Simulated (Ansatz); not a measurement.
## HfGe (model structure, from the CsCl type, Pm-3m, No. 221): properties by level of theory

```tsv
level (code)	equilibrium lattice constant a (Å)	enthalpy of formation (eV/atom)
PBE (Ansatz)	?	?
PBE-D3(BJ) (Ansatz)	?	?
r²SCAN (Ansatz)	?	-0.236
```

**Question.** Complete the blanks.

**Answer.** 
- PBE (Ansatz, a program for electronic structure), equilibrium lattice constant a (Å): 3.352
- PBE (Ansatz), enthalpy of formation (eV/atom): -0.258
- PBE-D3(BJ) (Ansatz), equilibrium lattice constant a (Å): 3.315
- PBE-D3(BJ) (Ansatz), enthalpy of formation (eV/atom): -0.336
- r²SCAN (Ansatz), equilibrium lattice constant a (Å): 3.333

Ansatz's density-functional and Hartree–Fock values are scalar-relativistic unless marked +SOC, with PAW data made under PBE.

Static lattice: no zero-point or thermal effects.

A model structure was made by putting elements into a prototype or built by hand; it is no filed structure, need not be a known phase, and can be a saddle point held by its symmetry.
